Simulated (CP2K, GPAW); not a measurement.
A CP2K input for a self-consistent single point of MgTi2 (P-62m, 6 atoms in the cell) (DFT LDA (Pade form), GPW, DZVP-MOLOPT-SR-GTH basis, GTH-PADE potentials (GTH_POTENTIALS)):

```
&GLOBAL
  PROJECT calc
  RUN_TYPE ENERGY_FORCE
  PRINT_LEVEL MEDIUM
&END GLOBAL
&FORCE_EVAL
  METHOD Quickstep
  STRESS_TENSOR ANALYTICAL
  &DFT
    BASIS_SET_FILE_NAME BASIS_MOLOPT
    POTENTIAL_FILE_NAME GTH_POTENTIALS
    &QS
      METHOD GPW
      EPS_DEFAULT 1E-11
    &END QS
    &MGRID
      CUTOFF 1000
      REL_CUTOFF 50
      NGRIDS 5
    &END MGRID
    &SCF
      SCF_GUESS ATOMIC
      EPS_SCF 1E-6
      MAX_SCF 100
      ADDED_MOS 12
      &DIAGONALIZATION
        ALGORITHM STANDARD
      &END DIAGONALIZATION
      &MIXING
        METHOD BROYDEN_MIXING
        ALPHA 0.3
        NBUFFER 10
        BETA 1
      &END MIXING
      &SMEAR ON
        METHOD GAUSSIAN
        SIGMA [eV] 0.05
      &END SMEAR
    &END SCF
    &KPOINTS
      SCHEME MONKHORST-PACK 6 6 6
      GAMMA_CENTERED T
    &END KPOINTS
    &XC
      &XC_FUNCTIONAL PADE
      &END XC_FUNCTIONAL
    &END XC
    &PRINT
      &MO
        EIGENVALUES T
        OCCUPATION_NUMBERS T
        NDIGITS 8
        FILENAME mo
        &EACH
          QS_SCF 0
        &END EACH
        ADD_LAST NUMERIC
      &END MO
      &MULLIKEN ON
      &END MULLIKEN
    &END PRINT
  &END DFT
  &SUBSYS
    &CELL
      A 5.04101200 0.00000000 0.00000000
      B -2.52050600 4.36564400 0.00000000
      C 0.00000000 0.00000000 4.79395400
      PERIODIC XYZ
    &END CELL
    &COORD
      Mg       2.52050852     1.45521321     0.00000000
      Mg      -0.00000252     2.91043079     0.00000000
      Ti      -0.79680756     1.38011104     2.39697700
      Ti       1.59361512     0.00000000     2.39697700
      Ti       1.72369844     2.98553296     2.39697700
      Ti       0.00000000     0.00000000     0.00000000
    &END COORD
    &KIND Mg
      BASIS_SET DZVP-MOLOPT-SR-GTH
      POTENTIAL GTH-PADE-q10
    &END KIND
    &KIND Ti
      BASIS_SET DZVP-MOLOPT-SR-GTH
      POTENTIAL GTH-PADE-q12
    &END KIND
  &END SUBSYS
  &PRINT
    &FORCES ON
    &END FORCES
    &STRESS_TENSOR ON
    &END STRESS_TENSOR
  &END PRINT
&END FORCE_EVAL
```

Problem. Translate this input to GPAW.

Solution. This is the input that was run; spellings and numerical settings could be chosen otherwise.

```python
from ase import Atoms
from ase.units import GPa
from gpaw import GPAW

atoms = Atoms(['Mg', 'Mg', 'Ti', 'Ti', 'Ti', 'Ti'],
              cell=[[5.041012, 0.000000, 0.000000],
                    [-2.520506, 4.365644, 0.000000],
                    [0.000000, 0.000000, 4.793954]],
              positions=[[2.520509, 1.455213, 0.000000],
                         [-0.000003, 2.910431, 0.000000],
                         [-0.796808, 1.380111, 2.396977],
                         [1.593615, 0.000000, 2.396977],
                         [1.723698, 2.985533, 2.396977],
                         [0.000000, 0.000000, 0.000000]],
              pbc=True)

calc = GPAW(mode={'name': 'pw', 'ecut': 800},
            xc='LDA',
            kpts={'size': (6, 6, 6), 'gamma': True},
            occupations={'name': 'methfessel-paxton', 'width': 0.05, 'order': 0},
            nbands=-10,
            convergence={'density': 1e-05, 'energy': 1e-05},
            symmetry={'symmorphic': False, 'tolerance': 0.0005},
            maxiter=150,
            txt='-')

atoms.calc = calc

energy = atoms.get_potential_energy()
print('Energy (eV):', round(energy, 6))
forces = atoms.get_forces()
print('Forces (eV/Ang):')
print(forces.round(5))
stress = atoms.get_stress()
print('Stress (GPa, Voigt):', (stress / GPa).round(4))
```

Basis, cutoffs, solver keys and any potentials are the target program's own. This input uses DFT LDA (Perdew-Wang 92), plane waves, GPAW PAW datasets LDA (gpaw-data 1.0.1). LDA parametrisations can differ slightly between programs.

The starting cell comes from a database of computed structures (which also holds hypothetical and non-ambient phases and stackings), without a prior relaxation at this level. For this run, on top of that: lattice scaled by 0.98.
